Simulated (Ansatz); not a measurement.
Take BeTe in the zinc blende structure (space group F-43m, No. 216; a = 5.657 Å) as the base. Axes: x, y, z lie along the cube axes.

The values are results of Kohn–Sham DFT with the r2SCAN functional, run in Ansatz (a quantum-chemistry and plane-wave program) with PAW and 500 eV plane waves, no spin-orbit coupling, not measurements.

Before the change:

```
Item                                 Value
---------------------  -------------------
Band gap                           2.37 eV
Valence-band top at Γ  0.00, 0.00, 0.00 eV
```

The change: compressive biaxial strain of 1.67 % in the plane normal to [111], as in epitaxy on a mismatched substrate; the out-of-plane cell vector and the atoms relax.

What happens to the band gap?

The band gap shrinks by 0.15 eV to 2.22 eV.

Estimate the effect on the energy relative to the base.

The energy rises by 5.9 meV/atom.

Estimate the effect on the out-of-plane strain.

The out-of-plane strain comes out as +0.65 %.

Estimate the effect on the valence-band top at Γ.

The valence-band top at Γ (three highest levels, from the VBM) goes from 0.00, 0.00, 0.00 eV to 0.00, 0.00, -0.21 eV.

Spin-orbit coupling, missing from the scalar runs, can matter with Te. No phonon test of stability was made.
